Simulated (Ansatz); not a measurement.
**Mg (R-3m, No. 166, 3 atoms in the cell; start mp-1094122; another form than the element's usual one): properties by level of theory**

| level (code) | equilibrium lattice constant a (Å) | lattice parameter c (Å) | bulk modulus B0 (GPa) | cohesive energy (eV/atom) |
|---|---|---|---|---|
| LDA (Ansatz) | 3.127 | 23.019 | 39.6 | 1.76 |
| PBEsol (Ansatz) | 3.170 | 23.334 | 37.2 | 1.71 |
| r²SCAN (Ansatz) | 3.176 | 23.312 | 39.4 | 1.71 |

Caveats: the bulk modulus is −V dP/dV from two relaxed cells at ±2 % in volume (LDA, PBEsol, r²SCAN); the relaxation could not lower the start's symmetry, so the cell can be a saddle point above a distorted one (LDA, PBEsol, r²SCAN). Ansatz's density-functional and Hartree–Fock values are scalar-relativistic unless marked +SOC, with PAW data made under PBE.

Free atoms are spin-polarised, in the lowest state found; at levels without +SOC their spin–orbit coupling is left out.

Computed values are for the static lattice.

A start named mp-… is a Materials Project structure, which need not be a measured phase.

Ansatz is an electronic-structure program.
